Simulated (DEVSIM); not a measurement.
System: Pt/SiO2/p-Ge capacitor, at 400 K.

Layer 1 from the left is SiO2, thickness (nm) 40.0. Layer 2 from the left is Ge, thickness (nm) 2400, Na (cm⁻³) 6e16.

Metal gate on the left, work function 5.6 eV. Fixed charge at the semiconductor interface 0 cm⁻² (in units of +e); no interface traps.

Constants are typed, rounded textbook-type inputs, not results; the design itself was drawn at random and stands for no fabricated device. Values at 300 K; Nc and Nv go as T^1.5, mobilities as T to minus their exponent, the gap by Varshni's rule with the affinity fixed.

SiO2: gap (eV) 9, affinity (eV) 0.9, permittivity 3.9. Ge: gap (eV) 0.664, affinity (eV) 4, permittivity 16, Nc (cm⁻³) 1.04e19, Nv (cm⁻³) 6e18, Varshni α (eV/K) 0.000477, Varshni β (K) 235.

Simulated with DEVSIM: 1D Poisson equation in equilibrium, Boltzmann statistics, complete ionisation; no quantum confinement or tunnelling. Metal contacts follow the ideal Schottky-Mott rule: no Fermi-level pinning, no interface dipoles.

What does the simulation give for the flat-band voltage, the minimum of the low-frequency capacitance?

flat-band voltage 1.15 V; minimum of the low-frequency capacitance 0.0636 μF/cm².
